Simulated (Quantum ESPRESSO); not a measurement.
**Several settings converged on Mo (Im-3m, 1 atom in the cell)**

```
Mo
1.0
   -1.56713     1.56713     1.56713
    1.56713    -1.56713     1.56713
    1.56713     1.56713    -1.56713
Mo
1
Cartesian
  0.00000   0.00000   0.00000
```

Base method: LDA (PZ), PSlibrary ultrasoft (LDA) pseudopotentials (plane waves; Quantum ESPRESSO 7.5).

Base settings: ecutwfc = 55 Ry; ecutrho = 330 Ry; occupations = smearing; smearing = fermi-dirac; degauss = 0.0073499 Ry; potentials = {Mo: Mo.pz-spn-rrkjus_psl.1.0.0.UPF}; K_POINTS = automatic 11 11 11 0 0 0; conv_thr = 1e-11 Ry; mixing_beta = 0.5.

The count of work is k-points × plane waves × bands × iterations; it is no time. 

**The cutoff for other potential files**

Level: DFT, LDA (PZ), plane waves, PSlibrary PAW (LDA) pseudopotentials.

In this ladder: pseudopotentials = {Mo: Mo.pz-spn-kjpaw_psl.1.0.0.UPF}. Moved along: ecutrho.

The second cell is the first with its lattice scaled by 0.98.

The mesh stays at the base's, so the ladder's end is converged at best in this setting alone.

Only quantities that move along the ladder and can be compared are tabulated.

| ecutwfc | free energy less the last step's (meV/atom) | energy of the compressed cell less the first (meV/atom) | pressure (GPa) | count of work / last |
|---|---|---|---|---|
| 25 Ry | 2983.01 | 15.58 | -132.14 | 0.13 |
| 30 Ry | 771.71 | 34.19 | -46.90 | 0.18 |
| 38 Ry | 142.85 | 17.71 | -10.51 | 0.21 |
| 47 Ry | 72.35 | 19.31 | -6.51 | 0.28 |
| 55 Ry | 40.52 | 19.43 | -6.58 | 0.36 |
| 66 Ry | 14.72 | 19.18 | -5.74 | 0.47 |
| 82 Ry | 8.53 | 19.09 | -5.38 | 0.65 |
| 110 Ry | 0.00 | 19.03 | -5.38 | 1.0 |

Coarsest ecutwfc that holds the pressure within 0.5 GPa of the last step, with all finer ones: 66 Ry; the step before is off by 1.2 GPa.

Coarsest ecutwfc that holds the energy of the compressed cell less the first within 0.5 meV/atom of the last step, with all finer ones: 47 Ry, at 0.28 of the last step's count of work; the step before is off by 1.3 meV/atom.

Coarsest ecutwfc that holds the free energy within 5 meV/atom: not settled: the last two steps still differ by 8.5 meV/atom, over half the tolerance, so the ladder does not show it.

At the lowest cutoff the pressure lies 127 GPa under the last step's, the usual sign of Pulay stress in an incomplete plane-wave basis.

**The density cutoff**

The second cell is the first with its lattice scaled by 0.98.

The mesh stays at the base's, so the ladder's end is converged at best in this setting alone.

Only quantities that move along the ladder and can be compared are tabulated.

| ecutrho | free energy less the last step's (meV/atom) | energy of the compressed cell less the first (meV/atom) | pressure (GPa) |
|---|---|---|---|
| 110 Ry | -6.27 | 21.10 | -5.74 |
| 165 Ry | -0.73 | 20.71 | -6.31 |
| 220 Ry | -0.19 | 20.74 | -6.35 |
| 275 Ry | -0.07 | 20.72 | -6.35 |
| 330 Ry | -0.08 | 20.76 | -6.35 |
| 440 Ry | -0.05 | 20.79 | -6.35 |
| 550 Ry | 0.01 | 20.67 | -6.35 |
| 660 Ry | 0.02 | 20.66 | -6.35 |
| 880 Ry | 0.00 | 20.69 | -6.35 |

Coarsest ecutrho that holds the pressure within 0.5 GPa of the last step, with all finer ones: 165 Ry; the step before is off by 0.61 GPa.

Coarsest ecutrho that holds the free energy within 2 meV/atom of the last step, with all finer ones: 165 Ry; the step before is off by 6.3 meV/atom.

Coarsest ecutrho that holds the energy of the compressed cell less the first within 0.2 meV/atom of the last step, with all finer ones: 165 Ry; the step before is off by 0.41 meV/atom.

The energy difference between the two cells stays within 1 meV/atom of the last step's from 110 Ry on, the total only from 165 Ry on: much of the error is common to both cells and cancels.

On the base run: the starting cell has typed, rounded lattice constants, without a prior relaxation at this level. Its lattice was rescaled by up to half a per cent. Spin polarisation is off. In the base run, with a pressure of about -6 GPa the cell is away from its equilibrium volume at this level.
